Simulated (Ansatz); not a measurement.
# (Ru,Os) alloys, hexagonal close-packed start, 16-atom cells

Cells and atoms relaxed. Order is of the mixed sites (0 random, negative unlike neighbours favoured); cells of high symmetry are ordered arrangements. Sheared cells and those that changed their type are left out. Enthalpies are against end members in the hexagonal close-packed type.

Level of theory: PBE (plane waves to 420 eV, PAW; Ansatz, a quantum-chemistry and plane-wave program). No spin–orbit coupling; the runs are not spin-polarised.

| site fractions | space group | order in the first shell | volume (Å³/atom) | mixing enthalpy (meV a site of the first mixed sublattice) |
|---|---|---|---|---|
| (1) Ru 0.125, Os 0.875 | Cm | -0.05 | 14.21 | -4 |
| (2) Ru 0.250, Os 0.750 | P1 | -0.06 | 14.15 | -6 |
| (3) Ru 0.500, Os 0.500 | Cc | 0.00 | 14.03 | -6 |
| (4) Ru 0.500, Os 0.500 | Cm | -0.21 | 14.01 | -12 |
| (5) Ru 0.500, Os 0.500 | Cm | 0.00 | 14.02 | -9 |
| (6) Ru 0.875, Os 0.125 | Cm | -0.05 | … | -4 |

Question: Complete the blanks.

Answer: 
- (6) Ru 0.875, Os 0.125, volume (Å³/atom): 13.83
